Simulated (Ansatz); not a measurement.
## Thickness series in In2Au

Start from In2Au (space group Fm-3m, No. 225; a = 6.539 Å). Axes: x, y, z lie along the cube axes.

Free-standing slabs (3 atom(s) a layer) normal to [111] with 15 Å of vacuum; in-plane cell held at bulk.

Level of theory: plane-wave PAW DFT at the PBEsol level (Ansatz, an electronic-structure program, 420 eV), no SOC.

Notes on the quantities. excess energy per area of both faces: slab less bulk energy over the cell's area: twice a surface energy; uncertain by up to 0.2 J/m².

```csv
case,excess energy per area of both faces,change of the spacing d23 from its bulk value of 0.944 Å,change of the spacing d12 from its bulk value of 0.944 Å,shortest interatomic distance
base,–,–,–,2.831 Å
1 layer,–,–,-17.1 %,2.782 Å
2 layers,1.31 J/m²,+3.7 %,+1.0 %,2.834 Å
3 layers,1.3 J/m²,-1.4 %,-2.8 %,2.823 Å
4 layers,1.3 J/m²,-0.7 %,-2.9 %,2.822 Å
5 layers,1.3 J/m²,+0.7 %,-1.1 %,2.821 Å
6 layers,1.3 J/m²,+0.9 %,+0.4 %,2.827 Å
```

Slab and bulk use different k-meshes, which limits the precision of the excess energy. No phonon test of stability was made.
